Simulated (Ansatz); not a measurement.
**Effect of isotropic strain −2.40 % on ZnO**

The reference is ZnO in the wurtzite structure (space group P6_3mc, No. 186; a = 3.187 Å, c = 5.153 Å).

Perturbation: an isotropic linear strain of −2.40 %; the atoms relax in the strained cell.

Calculations: Kohn–Sham DFT with the LDA functional, run in Ansatz (a first-principles code) with PAW and 420 eV plane waves, spin-orbit coupling left out. k-mesh 12×12×7 (Γ-centred); smearing 0.05 eV (Fermi–Dirac).

The volume per atom drops by 0.80 Å³ to 10.53 Å³ and the space group remains P6_3mc (No. 186). The shortest interatomic distance decreases by 0.0464 Å (1.944 Å → 1.897 Å) and the energy rises by 32 meV/atom. The pressure (mean of the normal stresses, compression positive) goes from zero to 13.81 GPa and the band gap increases by 0.11 eV, from 0.80 eV to 0.91 eV. The gap character stays direct at Γ and the mean gap deformation potential ΔEg/Δln V comes out as -1.6 eV. The width of the top valence band increases by 0.175 eV, from 1.93 eV to 2.11 eV and the electron mass changes from 0.15 mₑ (at Γ) to 0.17 mₑ (at Γ). The valence-band top at Γ (three highest levels, from the VBM) goes from 0.00, 0.00, -0.11 eV to 0.00, 0.00, -0.13 eV.

Final structure:

```xyz
4
Lattice="3.1104 0.0000 0.0000 -1.5552 2.6937 0.0000 0.0000 0.0000 5.0289" Properties=species:S:1:pos:R:3 pbc="T T T"
Zn     0.0000     1.7958     0.0094
Zn     1.5552     0.8979     2.5239
O      0.0000     1.7958     1.9116
O      1.5552     0.8979     4.4261
```

Cost of the whole job for the changed cell (relaxation, final SCF and bands): very roughly 13 core-seconds.

Masses are band curvatures over ±0.01 Å⁻¹ around the edge. No phonon test of stability was made.
